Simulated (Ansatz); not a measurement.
## Y₂Si (model structure, started from the Fe2P type, P-62m, No. 189, 9 atoms in the cell)

These are PBEsol (Ansatz, an electronic-structure program, plane waves, PAW) values and carry that method's errors.

Settings: plane-wave cutoff 500 eV, 6×6×10 k mesh (along the axes of the cell as run), Fermi–Dirac smearing 0.05 eV, scalar-relativistic PAW data made under PBE.

Cell (relaxed at this level):

```cif
data_Si3Y6
_chemical_formula_sum 'Y6 Si3'
_space_group_name_H-M_alt 'P 1'
_space_group_IT_number 1
_cell_length_a 7.77227
_cell_length_b 7.77227
_cell_length_c 4.16247
_cell_angle_alpha 90.000
_cell_angle_beta 90.000
_cell_angle_gamma 120.000
loop_
_space_group_symop_operation_xyz
  'x, y, z'
loop_
_atom_site_label
_atom_site_type_symbol
_atom_site_fract_x
_atom_site_fract_y
_atom_site_fract_z
_atom_site_occupancy
Y1 Y 0.26501 0.00000 0.00000 1
Y2 Y 0.00000 0.26501 0.00000 1
Y3 Y 0.73499 0.73499 0.00000 1
Y4 Y 0.59569 0.00000 0.50000 1
Y5 Y 0.00000 0.59569 0.50000 1
Y6 Y 0.40431 0.40431 0.50000 1
Si1 Si 0.00000 0.00000 0.50000 1
Si2 Si 0.33333 0.66667 0.00000 1
Si3 Si 0.66667 0.33333 0.00000 1
```

For Y₂Si (model structure, started from the Fe2P type, P-62m, No. 189, 9 atoms in the cell), the band gap is zero (no gap).

Note: the relaxation could raise the start's symmetry but not lower it, so the cell can be a saddle point.

Spin–orbit coupling is not included.

Static lattice: no zero-point or thermal effects.

A model structure was made by putting elements into a prototype or built by hand; it is no filed structure, need not be a known phase, and can be a saddle point held by its symmetry.
